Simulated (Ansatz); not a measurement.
The starting structures come from a database of crystals and need not be the phases stable at ambient conditions.

By PBEsol, the system below comes out a metal.

The ballistic (Sharvin) conductance counts the channels at the Fermi level: G/A = (e²/h) × channels of both spins per area.

Here is the system:

```xyz
6
Lattice="3.9798 0.0000 0.0000 0.0000 5.0239 0.0000 1.9899 0.0000 3.4466" Properties=species:S:1:pos:R:3 pbc="T T T"
Ni     3.9798     3.7679     2.2977
Ni     1.9899     1.2560     1.1489
Ni     0.0000     0.0000     0.0000
Ni     0.0000     2.5119     0.0000
Ge     3.9798     1.2560     2.2977
Ge     1.9899     3.7679     1.1489
```

The cell is taken as given; by PBEsol it stands under a pressure of -1.2 GPa.

The current flows along the normal of the first two printed cell vectors, the (100) plane of the conventional cell. No spin-orbit coupling; the value is a mean over 0.1 eV about the Fermi level.

### Question
State the ballistic conductance per area according to Ansatz (a quantum-chemistry and plane-wave program) with PBEsol.

### Answer
0.98 × 10¹⁵ S/m² for both spins.
